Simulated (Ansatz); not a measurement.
An Ansatz (a quantum-chemistry and plane-wave program) input (Ansatz, LDA, PAW, cutoff 420 eV, scalar-relativistic without spin-orbit coupling):

Ansatz 0.2 input:
```yaml
crystal:
  lattice:
    - [4.3407512052, 0, 0]
    - [2.1703756026, 3.7592008152, 0]
    - [2.1703756026, -1.2530669384, 3.4785750266]
  atoms:
    - { symbol: Hg, position: [0, 0, 0] }
    - { symbol: Se, position: [0.5, 0.25, 0.75] }
basis: { ecutwfc: 420, ecutrho_ratio: 4, xc_grid: 2, fft_grid_basis: typed }
kpoints: { mp_grid: { grid: [9, 9, 9] } }
hamiltonian:
  xc: lda
  dispersion: none
  pseudopotentials: { kind: paw }
scf: { occupations: { method: fermi_dirac, width: 0.05 } }
relax: { f_tol: 0.005, max_steps: 50, cell: { stress_tol: 0.01, fix: [a, b, gamma] } }
output: { forces: true, stress: true }
checkpoint: { write: state.ck, write_every: 1000 }
```

Q: Which symmetry and how many k-points will the program report, and about how many plane waves at Γ?

A: Space group R3m (ITA 160) with 6 operations, k-points 85 of 729, and 1103 plane waves at Γ.

Q: And the final pressure?

A: -0.76 GPa (compression positive).

The cells carry an imposed strain or load. No phonon test of stability was made. The final runs are not spin-polarised. The cell was made from HgSe in the zinc blende structure (space group F-43m, No. 216) by this change: biaxial strain +1.25 %, plane normal [111], relaxed out of plane.
